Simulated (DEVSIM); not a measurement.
Device: abrupt In0.53Ga0.47As n-p junction, at 350 K.

```
layer (left to right)        material  thickness (μm)  Nd (cm⁻³)  Na (cm⁻³)  τn (s)  τp (s)
---------------------  --------------  --------------  ---------  ---------  ------  ------
1                      In0.53Ga0.47As            76.0     1.9e16          -  1.8e-9  1.8e-9
2                      In0.53Ga0.47As            17.0          -     1.9e17  1.8e-9  1.8e-9
```

Left contact: ohmic. Right contact: ohmic. Voltage is applied to the left contact. Recombination: SRH at mid-gap, radiative. Mobility is μmin + (μ − μmin)/(1 + (N/Nref)^α).

This is a model device: material constants are rounded textbook-type values typed into the input, and sizes, dopings and lifetimes were drawn at random. Values at 300 K; Nc and Nv go as T^1.5, mobilities as T to minus their exponent, the gap by Varshni's rule with the affinity fixed.

```tsv
parameter	In0.53Ga0.47As
gap (eV)	0.74
affinity (eV)	4.51
permittivity	13.9
Nc (cm⁻³)	2.1e17
Nv (cm⁻³)	7.7e18
μn (cm²/Vs)	12000
μp (cm²/Vs)	300
μn,min	300
μp,min	10
Nref,n	1.3e17
Nref,p	4.9e17
αn	0.48
αp	0.4
T exponent of μn	1.6
T exponent of μp	1.6
B (cm³/s)	9.6e-11
Varshni α (eV/K)	0.00035
Varshni β (K)	190
```

Simulated with DEVSIM: 1D drift-diffusion, Boltzmann statistics, complete ionisation; no tunnelling, impact ionisation, image-force lowering or self-heating.

The thickness of layer 2 was swept, all else fixed.

| thickness of layer 2 (μm) | dark forward voltage at 1 A/cm² (V) | dark forward voltage at 100 A/cm² (V) |
|---|---|---|
| 3.4 | 0.276 | 0.468 |
| 5.9 | 0.280 | 0.478 |
| 10 | 0.281 | 0.488 |
| 17 | 0.282 | 0.503 |
| 29 | 0.282 | 0.531 |
| 51 | 0.283 | 0.581 |
| 85 | 0.284 | 0.659 |

From the first row to the last the dark forward voltage at 1 A/cm² goes from 0.276 to 0.284. From the first row to the last the dark forward voltage at 100 A/cm² goes from 0.468 to 0.659.
